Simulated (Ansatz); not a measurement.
The parent structure is Mo in the bcc (W type) structure (space group Im-3m, No. 229; a = 3.161 Å).

All numbers come from PBE (Ansatz, a first-principles code; PAW; 420 eV plane waves; spin-orbit coupling left out).

For the base:

| Item | Value |
|---|---|
| Band gap | zero |
| Volume per atom | 15.79 Å³ |

Modification: a negative pressure, −1 GPa.

Estimate the effect on the band gap.

The band gap is still zero.

How does this affect the volume per atom?

The volume per atom rises by 0.06 Å³ (15.79 Å³ → 15.85 Å³).

Load acts through the strain it causes; cell and atoms are relaxed under it. Whether these cells are dynamically stable was not tested. All final runs are without spin polarisation.
